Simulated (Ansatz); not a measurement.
## Worked example: self-consistent single point of SiSbPt5 (P4/mmm, 7 atoms in the cell) in Ansatz

Method: LDA (PW92), default PAW files made with PBE (plane waves; Ansatz, a first-principles code).

This input was run:

Ansatz 0.2 input:
```yaml
# SiSbPt5
crystal:
  lattice:
    - [3.912768, 0.000000, 0.000000]
    - [0.000000, 3.912768, 0.000000]
    - [0.000000, 0.000000, 7.484211]
  atoms:
    - { symbol: Si, position_ang: [1.956384, 1.956384, 0.000000] }
    - { symbol: Sb, position_ang: [0.000000, 0.000000, 3.742106] }
    - { symbol: Pt, position_ang: [0.000000, 0.000000, 0.000000] }
    - { symbol: Pt, position_ang: [1.956384, 0.000000, 5.604327] }
    - { symbol: Pt, position_ang: [1.956384, 0.000000, 1.879884] }
    - { symbol: Pt, position_ang: [0.000000, 1.956384, 5.604327] }
    - { symbol: Pt, position_ang: [0.000000, 1.956384, 1.879884] }
basis:
  ecutwfc: 420.0
kpoints:
  mp_grid: { grid: [9, 9, 5] }
hamiltonian:
  xc: lda
  pseudopotentials: { kind: paw }
scf:
  occupations: { method: gaussian, width: 0.1 }
output:
  forces: true
  eigenvalues: true
  stress: true
```

The program printed (abridged):

```
WARN ansatz: RAYON_NUM_THREADS=1 ignored (pool sized by the plan → 1); use --threads N
Pseudopotentials: kind: paw
Pseudopotential: Si, paw, valence charge 4
Pseudopotential: Sb, paw, valence charge 15
Pseudopotential: Pt, paw, valence charge 18
Crystal: 7 atoms, lattice volume = 114.581 Å³
Basis set: ecut = 420 eV, 2265 PW (Γ)
Bands: 66, of which v1, the nominal top of the filled ones, is band 55 counted from 1 (54 counted from 0)
Symmetry: 16 space group operations
Space group: P4/mmm (ITA 123), of the structure as read, at distance tolerance 4.9e-5 Å
k-points: 45 of 405
PAW frozen core: Si, regenerated for the run's functional, and the local potential with it
PAW frozen core: Sb, regenerated for the run's functional, and the local potential with it
PAW frozen core: Pt, regenerated for the run's functional, and the local potential with it
Initial density: superposition of atomic densities (neutral atoms: chi_scale 0, normalization atom), corrected by the library's trained network
Initial wavefunctions: pseudopotential atomic-orbital guess
Eigensolver: davidson
Functional: x = slater, c = lda
SCF iter   1: F=—  HF=-68171.403741 eV  |F-HF|=—  |Δ(HF+E_count)|=         —  Δρ=7.56e-3  dr2=3.17e-2  ethr=1.77e-3  ⟨swp⟩=5.9  Hψ=11033  notcnv=0  defer=8
all-band conjugate gradients solve this SCF's bands
preconditioner: auto → LDOS
SCF iter   2: F=—  HF=-68171.398553 eV  |F-HF|=—  |Δ(HF+E_count)|=   5.19e-3  Δρ=2.75e-3  dr2=8.05e-3  ethr=2.91e-5  ⟨swp⟩=2.1  Hψ=5010  notcnv=0  defer=23
SCF iter   3: F=—  HF=-68171.395196 eV  |F-HF|=—  |Δ(HF+E_count)|=   3.36e-3  Δρ=7.50e-4  dr2=8.75e-4  ethr=7.39e-6  ⟨swp⟩=2.2  Hψ=4600  notcnv=0  defer=23
SCF iter   4: F=—  HF=-68171.394974 eV  |F-HF|=—  |Δ(HF+E_count)|=   2.22e-4  Δρ=2.21e-4  dr2=6.49e-5  ethr=8.02e-7  ⟨swp⟩=2.0  Hψ=4038  notcnv=0  defer=23
SCF iter   5: F=—  HF=-68171.394956 eV  |F-HF|=—  |Δ(HF+E_count)|=   1.81e-5  Δρ=6.68e-5  dr2=1.31e-5  ethr=5.96e-8  ⟨swp⟩=2.0  Hψ=4309  notcnv=0  defer=23
SCF iter   6: F=—  HF=-68171.394954 eV  |F-HF|=—  |Δ(HF+E_count)|=   1.33e-6  Δρ=3.68e-5  dr2=2.50e-6  ethr=1.20e-8  ⟨swp⟩=2.2  Hψ=3478  notcnv=0  defer=23
SCF iter   7: F=—  HF=-68171.394954 eV  |F-HF|=—  |Δ(HF+E_count)|=   4.23e-7  Δρ=7.95e-6  dr2=1.72e-7  ethr=2.29e-9  ⟨swp⟩=2.2  Hψ=3808  notcnv=0  defer=23
SCF iter   8: F=-68171.394954 eV  HF=-68171.394954 eV  |F-HF|=1.82e-9  |Δ(HF+E_count)|=   2.19e-8  Δρ=1.11e-6  dr2=2.25e-9  ethr=9.17e-11  ⟨swp⟩=8.9  Hψ=11946  notcnv=0
SCF 1 converged in 8 iterations: F = -68171.394954 eV  dr2 = 2.25e-9
SCF converged after 8 iterations
Free energy (F): -68171.394954 eV
Harris-Foulkes:  -68171.394954 eV  (|F-HF|=1.82e-9)
Internal energy: -68171.375274 eV  (E = F + TS)
E sigma→0 (E₀):  -68171.385114 eV
Entropy (-TS):   -0.019680 eV (-2.811 meV/atom)
Fermi energy:    19.523088 eV
--- Per-component energies (eV) ---
  E_band       = -1013.479946
  E_kinetic    = 3455.572134
  E_local      = -10747.078048  (includes V_loc(G=0)·N_el)
  E_nonlocal   = 1429.218400
  E_hartree    = 4247.658743
  E_xc         = -1499.530380
  E_vxc        = -1664.945017  (∫ρ·V_xc dr)
  E_paw        = -50806.327235  (= ΣΔE_a)
  E_vpaw       = -1981.567116  (= ΣTr[D̂ρ^β])
  E_aug_tail   = 0.000876  (compensation charges beyond the density's cutoff)
  E_ewald      = -14253.852266
  E_core_change = 2.962502  (= ΣΔE_core)
  E_smearing   = -0.019680  (= −TS)
  E_closure    = -0.000000  (closes the sum)
  Σ components = -68171.394954   (vs F -68171.394954, Δ=0.00e0)
--- Forces (eV/Å), atoms counted from 1 ---
  atom   1  Si    -0.00000000    -0.00000000     0.00000000
  atom   2  Sb     0.00000000     0.00000000     0.00000000
  atom   3  Pt     0.00000000     0.00000000     0.00000000
  atom   4  Pt     0.00000000     0.00000000     0.07374775
  atom   5  Pt     0.00000000     0.00000000    -0.07374775
  atom   6  Pt    -0.00000000     0.00000000     0.07374775
  atom   7  Pt    -0.00000000     0.00000000    -0.07374775
  max |Σ_I F_I| component: 1.30e-18 eV/Å
--- Stress (GPa, compression-positive) ---
       -4.064973       0.000000       0.000000
        0.000000      -4.064973       0.000000
        0.000000       0.000000      -3.061449
  P = ⅓ Tr σ = -3.7305 GPa (-37.305 kbar)
  The stress holds the Pulay correction. Without it, at fixed plane waves, as pw.x and ABINIT print it: P = -3.7872 GPa
--- Band table (eV; the first three rows and the last of 45) ---
  k-point 0: bands = ["-79.4022", "-79.4004", "-79.3774", "-79.3773", "-79.2593", "-33.7202", "-33.7202", "-33.6810", "-33.6810", "-33.6507", "-33.5798", "-33.5287", "-33.5221", "-33.4276", "-33.4276", "-33.3959", "-33.3959", "-33.3700", "-33.3700", [...]
  k-point 1: bands = ["-79.4022", "-79.4005", "-79.3774", "-79.3773", "-79.2593", "-33.7203", "-33.7203", "-33.6809", "-33.6809", "-33.6518", "-33.5783", "-33.5280", "-33.5227", "-33.4276", "-33.4276", "-33.3959", "-33.3959", "-33.3700", "-33.3700", [...]
  k-point 2: bands = ["-79.4022", "-79.4005", "-79.3774", "-79.3774", "-79.2593", "-33.7203", "-33.7203", "-33.6808", "-33.6808", "-33.6536", "-33.5759", "-33.5264", "-33.5243", "-33.4275", "-33.4275", "-33.3960", "-33.3960", "-33.3700", "-33.3700", [...]
  k-point 44: bands = ["-79.3893", "-79.3892", "-79.3885", "-79.3885", "-79.2609", "-33.8307", "-33.7623", "-33.6305", "-33.6302", "-33.5969", "-33.5967", "-33.5528", "-33.5492", "-33.4843", "-33.4830", "-33.3634", "-33.3618", "-33.3382", [...]
```

The run converged in 8 iterations.

The starting cell comes from a database of computed structures (which also holds hypothetical and non-ambient phases and stackings), without a prior relaxation at this level. Its lattice was rescaled by up to half a per cent. Spin-orbit coupling is off. Spin polarisation is off. With a pressure of about -4 GPa the cell is away from its equilibrium volume at this level. Ansatz's pressure includes its estimate of the finite-basis (Pulay) stress.
